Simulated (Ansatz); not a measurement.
Band structure of MnAu (Pm-3m, 2 atoms in the cell).

```
MnAu
1.0
    3.20776     0.00000     0.00000
    0.00000     3.20776     0.00000
    0.00000     0.00000     3.20776
Mn Au
1 1
Direct
  0.50000   0.50000   0.50000
  0.00000   0.00000   0.00000
```
Moments meant for the start (each program seeds them in its own way; μB, in the order of the atoms Mn Au): 4.0 0.0.

Computed with LDA (PW92), PAW files made with PBE (plane waves; Ansatz, a program for electronic structure).

Settings: basis.ecutwfc = 420 eV; kpoints.mp_grid.grid = 10 10 10; hamiltonian.xc = lda; hamiltonian.pseudopotentials = {kind: paw} (the program's default PAW files); magnetization.spin_polarized = true; scf.occupations.method = fermi_dirac; scf.occupations.width = 0.05 eV; kpoints.band_path.npoints = 8.

The starting cell comes from a database of computed structures (which also holds hypothetical and non-ambient phases and stackings), without a prior relaxation at this level. Spin-orbit coupling is off. With one magnetic atom in the cell only a parallel order is possible.

Levels in eV from the Fermi level, bands 16 to 22 of the first spin channel:
| point | 16 | 17 | 18 | 19 | 20 | 21 | 22 |
|---|---|---|---|---|---|---|---|
| Γ | -2.23 | -1.37 | -1.37 | -1.37 | 6.12 | 6.12 | 6.12 |
| X | -2.56 | -2.56 | -2.21 | -2.03 | -1.13 | 12.01 | 12.01 |
| M | -1.73 | -1.14 | -1.14 | -0.93 | -0.93 | 2.43 | 5.09 |
| R | -2.98 | -1.70 | -1.70 | 3.01 | 5.45 | 5.48 | 5.48 |

Bands cross the Fermi level along this path, so the cell is metallic at this level.

The net moment of the cell came out as 4.04 μB.

Keys are those of Ansatz 0.2.
